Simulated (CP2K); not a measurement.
Worked example: self-consistent single point of GaAs (F-43m, 2 atoms in the cell) in CP2K.

Method of the run: LDA (Pade form), GPW, DZVP-MOLOPT-SR-GTH basis, GTH-PADE potentials (GTH_POTENTIALS) in CP2K 2026.2.

```xyz
2
Lattice="3.9952 0.0000 0.0000 1.9976 3.4599 0.0000 1.9976 1.1533 3.2620" Properties=species:S:1:pos:R:3 pbc="T T T"
Ga     0.0000     0.0000     0.0000
As     1.9976     1.1533     0.8155
```

Reference input (self-consistent single point, DFT PBE, GPW, DZVP-MOLOPT-SR-GTH basis, GTH-PBE potentials (GTH_POTENTIALS)): CUTOFF = 600 Ry; REL_CUTOFF = 50 Ry; SMEAR/METHOD = FERMI_DIRAC; ELECTRONIC_TEMPERATURE = 116.05 K; KPOINTS/SCHEME = MONKHORST-PACK 8 8 8; GAMMA_CENTERED = T; XC_FUNCTIONAL = PBE; Ga/BASIS_SET = DZVP-MOLOPT-SR-GTH-q13; Ga/POTENTIAL = GTH-PBE-q13; As/BASIS_SET = DZVP-MOLOPT-SR-GTH-q5; As/POTENTIAL = GTH-PBE-q5; METHOD = GPW. This run's input differs from it in these lines:

```diff
@@ -44,3 +44,3 @@
     &XC
-      &XC_FUNCTIONAL PBE
+      &XC_FUNCTIONAL PADE
       &END XC_FUNCTIONAL
@@ -75,3 +75,3 @@
       BASIS_SET DZVP-MOLOPT-SR-GTH-q13
-      POTENTIAL GTH-PBE-q13
+      POTENTIAL GTH-PADE-q13
     &END KIND
@@ -79,3 +79,3 @@
       BASIS_SET DZVP-MOLOPT-SR-GTH-q5
-      POTENTIAL GTH-PBE-q5
+      POTENTIAL GTH-PADE-q5
     &END KIND
```

Output, abridged:

```
 SCF WAVEFUNCTION OPTIMIZATION

  Step     Update method      Time    Convergence         Total energy    Change
     1 NoMix/Diag. 0.20E+00      -     1.13209095       -81.0273933753 -8.10E+01
     2 Broy./Diag. 0.20E+00      -     0.03313382       -81.1010542263 -7.37E-02
     3 Broy./Diag. 0.20E+00      -     0.10734457       -80.9491417232  1.52E-01
     4 Broy./Diag. 0.20E+00      -     0.00600831       -80.8844025925  6.47E-02
     5 Broy./Diag. 0.20E+00      -     0.00620791       -80.9239584439 -3.96E-02
     6 Broy./Diag. 0.20E+00      -     0.00579083       -80.9317852666 -7.83E-03
   [... 5 lines left out ...]
    12 Broy./Diag. 0.20E+00      -     0.00000342       -80.9315806700  8.89E-06
    13 Broy./Diag. 0.20E+00      -     0.00000021       -80.9315804513  2.19E-07
    14 Broy./Diag. 0.20E+00      -     0.00000048       -80.9315777627  2.69E-06
    15 Broy./Diag. 0.20E+00      -     9.7510E-09       -80.9315772487  5.14E-07
  *** SCF run converged in    15 steps ***

  Overlap energy of the core charge distribution:               0.00000000548661
  Self energy of the core charge distribution:               -110.85616758366727
  Core Hamiltonian energy:                                     32.00034297872340
  Hartree energy:                                               9.45745326904424
  Exchange-correlation energy:                                -11.53320591824766
  Electronic entropic energy:                                  -0.00000000001243
  Fermi energy:                                                 0.15319294768772

  Total energy:                                               -80.93157724867312
  Total energy (extrapolated to T->0):                        -80.93157724866691

                     Mulliken Population Analysis

   [... lines left out ...]

 STRESS| Analytical stress tensor [bar]
 STRESS|                        x                   y                   z
 STRESS|      x       -1.08852302825E+04   1.03256010364E-01   7.29223436413E-02
 STRESS|      y        1.03256010364E-01  -1.08855283696E+04   1.60767411922E-01
 STRESS|      z        7.29223436413E-02   1.60767411922E-01  -1.08856785484E+04
 STRESS| 1/3 Trace                                            -1.08854790668E+04
```

The run converged in 15 iterations. Against the reference run the pressure goes from 4.36 to -1.09 GPa and the gap on the mesh goes from 0.516 to 0.314 eV.

The starting cell has typed, rounded lattice constants, without a prior relaxation at this level. Values carry the incompleteness of an atom-centred basis.

Cost on one core of a shared machine: roughly 80 s.
